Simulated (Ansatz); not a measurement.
Starting structure for a constructed model of the (111) surface of germanium, (√3x√3)R30° Ge adatom at H3 (bottom of the slab: 3 H on 3 bottom sites).

```xyz
28
Lattice="6.1094 3.5273 0.0000 -6.1094 3.5273 0.0000 0.0000 0.0000 29.5000" Properties=species:S:1:pos:R:3 pbc="T T T"
Ge     0.0000     0.0000     9.6838
Ge    -2.0365     3.5273     9.6838
Ge     2.0365     3.5273     9.6838
Ge    -4.0729     2.3515    10.5152
Ge     0.0000     2.3515    10.5152
Ge     4.0729     2.3515    10.5152
Ge    -4.0729     2.3515    13.0093
Ge     0.0000     2.3515    13.0093
Ge     4.0729     2.3515    13.0093
Ge    -2.0365     1.1758    13.8407
Ge     2.0365     1.1758    13.8407
Ge     0.0000     4.7030    13.8407
Ge    -2.0365     1.1758    16.3349
Ge     2.0365     1.1758    16.3349
Ge     0.0000     4.7030    16.3349
Ge     0.0000     0.0000    17.1662
Ge    -2.0365     3.5273    17.1662
Ge     2.0365     3.5273    17.1662
Ge     0.0000     0.0000    19.6604
Ge    -2.0365     3.5273    19.6604
Ge     2.0365     3.5273    19.6604
Ge    -4.0729     2.3515    20.4918
Ge     0.0000     2.3515    20.4918
Ge     4.0729     2.3515    20.4918
H      0.0000     0.0000     8.1138
H     -2.0365     3.5273     8.1138
H      2.0365     3.5273     8.1138
Ge    -2.0365     1.1758    21.3862
```

Method: PBE (plane waves to 420 eV, PAW; Ansatz, a first-principles code).

Model: 28-atom slab, 13.3 Å thick at the start with caps and adatoms (thin: gaps and levels are the slab's own), 5x5x1 mesh, Fermi-Dirac 0.025 eV, dipole correction, 6 atoms held, the rest relaxed; held to the start's symmetry, so lower structures may exist; spin-polarised, no spin-orbit, no U. Held atoms (counted from 1): 1, 2, 3, 4, 5, 6.

Problem. Which atoms move most when this structure relaxes, how far, and what energy is gained?

Solution. the energy falls by 0.38 eV. It is one candidate, not shown to be the stable structure of the face. Moves over a fifth of the largest (Å, atoms counted from 1):

```json
[
 {"atom": "Ge28", "Δx": "0.00", "Δy": "0.00", "Δz": "0.35"},
 {"atom": "Ge22", "Δx": "-0.02", "Δy": "0.01", "Δz": "0.16"},
 {"atom": "Ge23", "Δx": "0.02", "Δy": "0.01", "Δz": "0.16"},
 {"atom": "Ge24", "Δx": "0.00", "Δy": "-0.03", "Δz": "0.16"},
 {"atom": "Ge19", "Δx": "-0.08", "Δy": "0.05", "Δz": "0.01"},
 {"atom": "Ge20", "Δx": "0.00", "Δy": "-0.09", "Δz": "0.01"},
 {"atom": "Ge21", "Δx": "0.08", "Δy": "0.05", "Δz": "0.01"}
]
```

Path of the relaxation:

| step | E − E_final (eV) | largest force component (eV/Å) |
|---|---|---|
| 1 | 0.376 | 1.301 |
| 2 | 0.064 | 0.379 |
| 3 | 0.007 | 0.109 |
| 4 | 0.001 | 0.031 |
| 5 | 0.000 | 0.016 |
